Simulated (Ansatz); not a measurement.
Structure of amorphous Si₂₄O₅₁Y₂ (periodic cell):

```xyz
77
Lattice="10.7196 -0.1533 -0.0863 -0.1533 10.3457 -0.0310 -0.0863 -0.0310 10.9569" Properties=species:S:1:pos:R:3 pbc="T T T"
Si     2.5459     7.5035     6.7262
Si     7.0754     1.4335     0.2441
Si     3.7193     1.1429     3.6243
Si     5.1827     1.1058     6.3275
Si     7.5056     9.4765     9.6751
Si     5.2205     6.3521     5.9497
Si    10.4617     2.2306     6.4000
Si     6.0641     2.6583     2.8652
Si    10.0551     2.0680     0.7449
Si     3.1441     0.9878     0.9382
Si     4.2430     3.7446     7.2784
Si    10.2195     5.1065     1.2275
Si     3.3361     6.8585     9.7240
Si     7.8536     1.0664     5.0001
Si     5.7666     5.5850     2.9713
Si     8.5208     6.8830     2.7204
Si     4.6460     1.5298     9.2273
Si    10.2044     0.7921     8.9361
Si     1.6148     4.7328     5.8179
Si     9.4140     7.3779    -0.0356
Si     1.4937     6.9882     0.0893
Si     0.9704     0.4862     2.6525
Si     0.6371     9.9794     6.7495
Si     9.5929     9.0894     4.3993
O      7.3245    10.1829     0.1933
O      8.4683     2.2818     0.4338
O      5.0089     5.2119     7.2101
O     10.4210     1.2882     2.1259
O      0.1383     7.9187    10.6537
O      4.1876     3.0618     8.7789
O     10.1379     2.1272     8.0052
O      3.8433     7.2357     5.7650
O      1.9059     8.9987     6.4623
O      0.9999     6.0491     1.3999
O     -0.0592     3.7319     1.1005
O      4.0754     0.3695     2.2200
O      8.7373     0.0799     8.9486
O      6.1887     1.7096     9.8046
O      1.9837     5.8525     9.9474
O      2.8112     2.5506     1.1575
O      6.1068     1.8622     1.4513
O      8.9822     7.8428     1.4556
O      9.4045     5.7216    -0.0764
O      6.7406     0.6443     6.1272
O      9.0615     7.5866     4.0683
O      2.7451     3.9535     6.7267
O      5.1095     2.7457     6.3127
O      4.3798     5.6458     2.1799
O      0.2357     3.8809     6.1296
O      4.4828     2.6383     3.4247
O     -0.0779     1.4438    10.5110
O      0.1303     9.6193     3.4826
O      2.8803     7.8611     0.0591
O      4.6256     0.6622     7.8128
O      9.0604     1.9634     5.6095
O      9.3367     5.4440     2.5464
O      6.9128     6.7236     2.6505
O      8.3365    10.1107     4.2251
O      8.2624     7.9332     9.8434
O      4.8186     6.3243     9.8857
O      3.1043     7.5536     8.2618
O      0.3819    10.1937     8.3628
O      3.7283     0.7936    10.3835
O      1.9446     4.6771     4.2498
O      7.0703     1.9371     3.8863
O      1.4825     6.2821     6.4235
O      1.7618     0.0805     1.2680
O      0.8379     1.1730     6.1673
O      6.5376     4.1739     2.6252
O      6.4401     7.1902     6.5461
O      2.0697     1.2570     3.6459
O      4.2855     0.5486     5.0452
O      5.5123     5.5520     4.5859
O      6.2113     9.0045     8.9004
O     10.0678     9.0956     5.9594
Y      2.7257     4.3475     2.3231
Y      6.4080     6.9180     8.6288
```

Method: PBE, scalar-relativistic without spin-orbit coupling (plane waves to 420 eV, PAW; Ansatz, a program for electronic structure).

The cell was made by melting and quenching with the CHGNet potential and then relaxed with DFT. O atoms were pushed apart under 1.9 Å during the dynamics, to hinder bonds among them. The hot cell started wider than the set density and was brought back towards it in steps. It is the lowest in DFT energy of 2 quenches. It is a model cell: composition and starting density were chosen by hand, and all elements were melted together. No dispersion term was used. Its density started from a set value of 2.38 and ended at 2.28 g/cm³. Cooling (nominally 400 K/ps over its main leg) ran many orders faster than in experiment, which tends to leave more defects and strain. A cell of this size samples the disorder only roughly. Volume and shape were free in the relaxation.

Bonds are counted up to Si-Si 2.60 Å, Si-O 1.92 Å, Si-Y 3.09 Å, O-O 1.58 Å, O-Y 2.82 Å, Y-Y 3.74 Å. Two cations that share two anions don't count as bonded, nor two that share one unless they lie closer than Si-Si 2.38 Å, Si-Y 3.01 Å, Y-Y 3.64 Å.

Give the coordination numbers, mean bond lengths and angles.


The mean coordination of Si by anions is 4.00 (24 with 4) and the mean coordination of O is 2.08 (47 with 2, 4 with 3). The mean coordination of Y by anions is 5.00 (2 with 5) and the mean Si-O bond is 1.642 Å (spread 0.027 Å, 96 counted). The mean O-Y bond is 2.302 Å (spread 0.239 Å, 10 counted). The bond angle at Si is mean 109.4°, spread 5.0° and the bond angle at O comes out as mean 129.2°, spread 17.9°. The bond angle at Y comes out as mean 105.5°, spread 29.4°.

Which atoms depart from the most common coordination of their element?

O27 has 3 (Si11 1.66 Å, Si6 1.71 Å, Y77 2.62 Å); O34 has 3 (Si21 1.69 Å, Si12 1.70 Å, Y76 2.59 Å); O50 has 3 (Si8 1.68 Å, Si3 1.69 Å, Y76 2.69 Å); O59 has 3 (Si20 1.62 Å, Si5 1.73 Å, Y77 2.44 Å).

List the pairs of like atoms that count as bonded by the rules above.

There are none by these rules.
